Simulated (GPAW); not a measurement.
A self-consistent single point of PdAu₃ (I4mm, 4 atoms in the cell) with GPAW

Computed with LDA (Perdew-Wang 92), GPAW PAW datasets LDA (gpaw-data 1.0.1) (plane waves; GPAW).

Input as run:

```python
from ase import Atoms
from ase.units import GPa
from gpaw import GPAW, PW, FermiDirac

atoms = Atoms(['Pd', 'Au', 'Au', 'Au'],
              cell=[[-2.062863, 2.062863, 4.022663],
                    [2.062863, -2.062863, 4.022663],
                    [2.062863, 2.062863, -4.022663]],
              positions=[[-0.000000, 0.000000, 0.050002],
                         [0.000000, 2.062863, 2.011331],
                         [2.062863, 0.000000, 2.011331],
                         [0.000000, 0.000000, 4.022663]],
              pbc=True)

calc = GPAW(mode=PW(550),
            xc='LDA',
            kpts=(5, 5, 5),
            occupations=FermiDirac(0.1),
            nbands=-8,
            convergence={'density': 1e-05},
            symmetry={'symmorphic': False, 'tolerance': 0.0005},
            maxiter=120,
            txt='-')

atoms.calc = calc

energy = atoms.get_potential_energy()
print('Energy (eV):', round(energy, 6))
forces = atoms.get_forces()
print('Forces (eV/Ang):')
print(forces.round(5))
stress = atoms.get_stress()
print('Stress (GPa, Voigt):', (stress / GPa).round(4))
```

Log, with long lists cut:

```
Input parameters:
  convergence: {density: 1e-05}
  kpts: [5 5 5]
  maxiter: 120
  mode: {ecut: 550.0,
         name: pw}
  nbands: -8
  occupations: {fixmagmom: False,
                name: fermi-dirac,
                width: 0.1}
  symmetry: {symmorphic: False,
             tolerance: 0.0005}

species:
  Pd:
    name: Palladium
    Z: 46.0
    valence: 16
    core: 30
    charge: 0.0
    file: Pd.LDA.gz

    # Using partial waves for Pd as LCAO basis

  Au:
    name: Gold
    Z: 79.0
    valence: 11
    core: 68
    charge: 0.0
    file: Au.LDA.gz

    # Using partial waves for Au as LCAO basis

Reference energy: -1686038.796904  # eV

Spin-paired calculation

Convergence criteria:
 Maximum [total energy] change in last 3 cyles: 0.0005 eV / valence electron
 Maximum integral of absolute [dens]ity change: 1e-05 electrons / valence electron
 Maximum integral of absolute [eigenst]ate change: 4e-08 eV^2 / valence electron
 Maximum number of scf [iter]ations: 120

Symmetries present (total): 8
Symmetries with fractional translations: 0
125 k-points: 5 x 5 x 5 Monkhorst-Pack grid
18 k-points in the irreducible part of the Brillouin zone
       k-points in crystal coordinates                weights
   0:     0.00000000    0.00000000    0.00000000          1/125
   1:     0.20000000   -0.20000000    0.00000000          4/125
   2:     0.20000000   -0.20000000    0.20000000          4/125
   [... 7 lines left out ...]
          ...
  17:     0.40000000    0.40000000    0.40000000          8/125

Wave functions: Plane wave expansion
  Cutoff energy: 550.000 eV
  Number of coefficients (min, max): 1980, 2031
  Pulay-stress correction: 0.000000 eV/Ang^3 (de/decut=0.000000)

Occupation numbers: Fermi-Dirac:
  width: 0.1000  # eV

Eigensolver

Densities:
  Coarse grid: 27*27*27 grid
  Fine grid: 54*54*54 grid
  Total Charge: 0.000000

Density mixing:
  Method: separate
  Backend: pulay
  Linear mixing parameter: 0.05
  old densities: 5
  Damping of long wavelength oscillations: 50

Hamiltonian:
  XC and Coulomb potentials evaluated on a 54*54*54 grid
  External potential:
    NoExternalPotential

Number of atoms: 4
Number of atomic orbitals: 39
Number of bands in calculation: 32
Number of valence electrons: 49
Bands to converge: occupied

Density initialized from atomic densities
  32 bands from LCAO basis set

Atomic positions and initial magnetic moments

Positions:
   0 Pd    -0.000000    0.000000    0.050002    ( 0.0000,  0.0000,  0.0000)
   1 Au     0.000000    2.062863    2.011331    ( 0.0000,  0.0000,  0.0000)
   2 Au     2.062863    0.000000    2.011331    ( 0.0000,  0.0000,  0.0000)
   3 Au     0.000000    0.000000    4.022663    ( 0.0000,  0.0000,  0.0000)

Unit cell:
           periodic     x           y           z      points  spacing
  1. axis:    yes   -2.062863    2.062863    4.022663    27     0.1360
  2. axis:    yes    2.062863   -2.062863    4.022663    27     0.1360
  3. axis:    yes    2.062863    2.062863   -4.022663    27     0.1080

  Lengths:   4.969167   4.969167   4.969167
  Angles:  130.944676 130.944676  71.900992

Effective grid spacing dv^(1/3) = 0.1515

     iter     time        total  log10-change:
                         energy   eigst   dens
iter:   1 --:--:--   -21.014263
iter:   2 --:--:--   -20.162807   -1.52  -1.24
iter:   3 --:--:--   -18.976045   -1.06  -1.30
iter:   4 --:--:--   -18.689132   -1.52  -1.56
iter:   5 --:--:--   -18.522543   -1.98  -1.87
iter:   6 --:--:--   -18.678457   -1.79  -2.18
iter:   7 --:--:--   -18.499084   -1.79  -2.19
iter:   8 --:--:--   -18.480259   -3.53  -2.34
iter:   9 --:--:--   -18.470349   -3.02  -2.61
iter:  10 --:--:--   -18.470188c  -4.80  -3.27
iter:  11 --:--:--   -18.469518c  -4.51  -3.03
iter:  12 --:--:--   -18.469540c  -5.55  -3.38
iter:  13 --:--:--   -18.469437c  -5.81  -3.41
iter:  14 --:--:--   -18.469430c  -6.01  -3.45
iter:  15 --:--:--   -18.469351c  -5.56  -3.52
iter:  16 --:--:--   -18.469368c  -5.56  -3.77
iter:  17 --:--:--   -18.469430c  -5.51  -3.98
iter:  18 --:--:--   -18.469436c  -6.56  -4.07
iter:  19 --:--:--   -18.469419c  -6.39  -4.10
iter:  20 --:--:--   -18.469432c  -7.19  -4.43
iter:  21 --:--:--   -18.469426c  -7.48c -4.44
iter:  22 --:--:--   -18.469420c  -8.14c -4.45
iter:  23 --:--:--   -18.469418c  -8.07c -4.48
iter:  24 --:--:--   -18.469416c  -8.96c -4.70
iter:  25 --:--:--   -18.469409c  -7.84c -4.74
iter:  26 --:--:--   -18.469408c  -8.93c -4.89
iter:  27 --:--:--   -18.469414c  -8.31c -4.93
iter:  28 --:--:--   -18.469414c  -9.48c -5.53c

Converged after 28 iterations.

Dipole moment: (0.000000, -0.000000, -1.058662) |e|*Ang

Energy contributions relative to reference atoms: (reference = -1686038.796904)

Kinetic:        -42.599298
Potential:      +32.103384
External:        +0.000000
XC:              -8.147114
Entropy (-ST):   -0.043205
Local:           +0.195216
SIC:             +0.000000
--------------------------
Free energy:    -18.491017
Extrapolated:   -18.469414

Showing only first 2 kpts
 Kpt  Band  Eigenvalues  Occupancy
  0    22      7.93319    1.99867
  0    23      8.21618    1.97771
  0    24     10.70014    0.00000
  0    25     13.59508    0.00000

  1    22      7.72936    1.99983
  1    23      7.78782    1.99969
  1    24     12.23601    0.00000
  1    25     12.65918    0.00000

Fermi level: 8.66476

No gap
No difference between direct/indirect transitions
Energy (eV): -18.469414

Forces in eV/Ang:
  0 Pd    0.00000    0.00000   -0.27099
  1 Au    0.00000    0.00000    0.15497
  2 Au    0.00000    0.00000    0.15497
  3 Au   -0.00000   -0.00000   -0.03875

Stress tensor:
     0.062432     0.000000     0.000000
     0.000000     0.062432     0.000000
     0.000000     0.000000     0.056794
Stress (GPa, Voigt): [10.0027 10.0027  9.0995  0.      0.      0.    ]
```

The run converged in 28 iterations. GPAW prints stress with tension positive.

The starting cell comes from a database of computed structures (which also holds hypothetical and non-ambient phases and stackings), without a prior relaxation at this level. Its lattice was rescaled by up to half a per cent. One atom was moved a little off its site on purpose. Spin-orbit coupling is off. Spin polarisation is off. With a pressure of about -10 GPa the cell is away from its equilibrium volume at this level.
